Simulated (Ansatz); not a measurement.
AlP (model structure, within 0.1 Å of P6₄22, No. 181, 6 atoms in the cell) was calculated with dielectric-dependent PBEsol hybrid (Ansatz, an electronic-structure program, plane waves, PAW).

Settings: plane-wave cutoff 460 eV, 6×6×4 k mesh (along the axes of the cell as run), Fermi–Dirac smearing 0.01 eV, scalar-relativistic PAW data made under PBE.

Cell (relaxed with PBEsol):

```
AlP
1.0
    3.82135     0.00000     0.00000
   -1.91067     3.30938     0.00000
    0.00000     0.00000     8.63242
Al P
3 3
Direct
  0.00000   0.49978   0.66667
  0.50022   0.50022   0.00000
  0.49978   0.00000   0.33333
  0.00000   0.49986   0.16667
  0.50014   0.50014   0.50000
  0.49986   0.00000   0.83333
```

Q: Predict the band gap, smallest direct gap on the k points sampled and Γ–Γ gap.

A: 
- band gap: 1.22 eV (on the SCF k mesh) (indirect)
- smallest direct gap on the k points sampled: 2.36 eV
- Γ–Γ gap: 2.46 eV

Note: cell and atoms aren't relaxed at this level (pressure -0.3 GPa).

Computing time: very roughly 8 core-minutes.

A model structure was made by putting elements into a prototype or built by hand; it is no filed structure, need not be a known phase, and can be a saddle point held by its symmetry.
